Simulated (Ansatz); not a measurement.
System: BeS (model structure, started from the rocksalt type, Fm-3m, No. 225, 2 atoms in the cell). Method: PBEsol (Ansatz, a first-principles code, plane waves, PAW).

Numerical settings: plane-wave cutoff 520 eV, 14×14×14 k mesh, Fermi–Dirac smearing 0.01 eV, scalar-relativistic PAW data made under PBE.

Cell (relaxed at this level):

```cif
data_BeS
_chemical_formula_sum 'S1 Be1'
_space_group_name_H-M_alt 'P 1'
_space_group_IT_number 1
_cell_length_a 3.24550
_cell_length_b 3.24550
_cell_length_c 3.24550
_cell_angle_alpha 60.000
_cell_angle_beta 60.000
_cell_angle_gamma 60.000
loop_
_space_group_symop_operation_xyz
  'x, y, z'
loop_
_atom_site_label
_atom_site_type_symbol
_atom_site_fract_x
_atom_site_fract_y
_atom_site_fract_z
_atom_site_occupancy
S1 S 0.00000 0.00000 0.00000 1
Be1 Be 0.50000 0.50000 0.50000 1
```

**Question.** Estimate the band gap, smallest direct gap on the k points sampled and direct gap at Γ that the calculation returns.

**Answer.** 
- band gap = 0.94 eV (indirect)
- smallest direct gap on the k points sampled = 4.28 eV
- direct gap at Γ = 5.86 eV

Note: the relaxation could raise the start's symmetry but not lower it, so the cell can be a saddle point.

Static lattice: no zero-point or thermal effects.

A model structure was made by putting elements into a prototype or built by hand; it is no filed structure, need not be a known phase, and can be a saddle point held by its symmetry.
